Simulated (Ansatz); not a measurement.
A computed series for CdTe: response to strain

The reference is CdTe in the zinc blende structure (space group F-43m, No. 216).

```
CELL_PARAMETERS angstrom
      0.00000     3.27889     3.27889
      3.27889     0.00000     3.27889
      3.27889     3.27889     0.00000
ATOMIC_POSITIONS crystal
  Cd 0.00000 0.00000 0.00000
  Te 0.25000 0.25000 0.25000
```

Cartesian axes are those of the cell as printed.

Strains are applied to the cell and any free atomic positions relax; under biaxial strain the out-of-plane vector relaxes too.

Computed with r2SCAN in Ansatz (plane waves to 500 eV, PAW, spin-orbit coupling left out).

Notes on the quantities. in-plane stress: mean in-plane stress (compression positive).

| change | in-plane stress | band gap | volume per atom |
|---|---|---|---|
| base | – | 1.17 eV | 35.25 Å³ |
| biaxial strain −2.50 %, plane normal [111], relaxed out of plane | +1.9 GPa | 1.14 eV | 34.20 Å³ |
| biaxial strain −2.08 %, plane normal [111], relaxed out of plane | +1.6 GPa | 1.15 eV | 34.38 Å³ |
| biaxial strain −1.67 %, plane normal [111], relaxed out of plane | +1.2 GPa | 1.16 eV | 34.55 Å³ |
| biaxial strain −1.25 %, plane normal [111], relaxed out of plane | +0.9 GPa | 1.17 eV | 34.73 Å³ |
| biaxial strain −0.83 %, plane normal [111], relaxed out of plane | +0.6 GPa | 1.17 eV | 34.90 Å³ |
| biaxial strain −0.42 %, plane normal [111], relaxed out of plane | +0.3 GPa | 1.17 eV | 35.07 Å³ |

With Te present, leaving out spin-orbit coupling can change the band edges. Whether these cells are dynamically stable was not tested.

Ansatz is an electronic-structure program.
